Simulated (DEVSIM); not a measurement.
System: Pt/SiO2/p-Si capacitor, at 300 K.

Layer 1 from the left is SiO2, thickness (nm) 3.20. Layer 2 from the left is Si, thickness (nm) 10000, Na (cm⁻³) 3e15.

Metal gate on the left, work function 5.6 eV. Fixed charge at the semiconductor interface 1.8e12 cm⁻² (in units of +e); no interface traps.

Constants are typed, rounded textbook-type inputs, not results; the design itself was drawn at random and stands for no fabricated device. Values at 300 K.

SiO2: gap (eV) 9, affinity (eV) 0.9, permittivity 3.9. Si: gap (eV) 1.124, affinity (eV) 4.05, permittivity 11.7, Nc (cm⁻³) 2.86e19, Nv (cm⁻³) 3.1e19.

Question: Estimate by hand the flat-band voltage, the threshold voltage, and compare with a numerical solution.

Answer: 
- Flat-band voltage: C = 1.08 μF/cm², work-function difference 0.665 V; VFB = φms − qNf/C = 0.40 V; numerical 0.40 V.
- Threshold voltage: φF = 0.324 V, depletion charge √(4εqNφF) = 2.54e-8 C/cm²; VT = VFB + 2φF + Qd/C = 1.07 V; numerical 1.07 V.

Model (solved in DEVSIM): 1D Poisson equation in equilibrium, Boltzmann statistics, complete ionisation; no quantum confinement or tunnelling. Metal contacts follow the ideal Schottky-Mott rule: no Fermi-level pinning, no interface dipoles.
